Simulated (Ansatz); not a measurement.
Base system: SrZrO3 (space group P4mm, No. 99; a = 4.1112 Å, c = 4.1920 Å; a cell from a computed database, its experimental status unchecked). Axes: x, y, z lie along a, b, c of the conventional cell.

The change: strain tensor (xx, yy, zz, yz, xz, xy) = (−0.15, +1.65, +0.17, +0.95, +0.45, +0.54) %, atoms relaxed at fixed cell.

Levels (all Ansatz, a program for electronic structure, PAW): PBEsol (420 eV, no spin-orbit coupling); PBEsol+SOC (420 eV, noncollinear with spin-orbit coupling).

The geometry is relaxed with PBEsol.

| Item | Result |
|---|---|
| PBEsol smallest direct gap | 3.64 eV |
| PBEsol lowest conduction level above the VBM at special points | Γ 3.36 eV; Y 3.69 eV; X 4.07 eV; Z 4.19 eV |
| PBEsol width of the top valence band | 0.76 eV |

Q: What does PBEsol+SOC give at this geometry for the smallest direct gap, lowest conduction level above the VBM at special points and width of the top valence band?

A: The smallest direct gap hardly moves (3.64 eV against 3.63 eV); the lowest conduction level above the VBM at special points changes from Γ 3.36 eV; Y 3.69 eV; X 4.07 eV; Z 4.19 eV to Γ 3.36 eV; Y 3.69 eV; X 4.06 eV; Z 4.19 eV; the width of the top valence band decreases by 0.03 eV, from 0.76 eV to 0.73 eV.

Single points use the geometry relaxed with PBEsol. Differences between runs with and without spin-orbit coupling are approximate. Whether these cells are dynamically stable was not tested. Labels are those of the standard path for the cell's own space group.
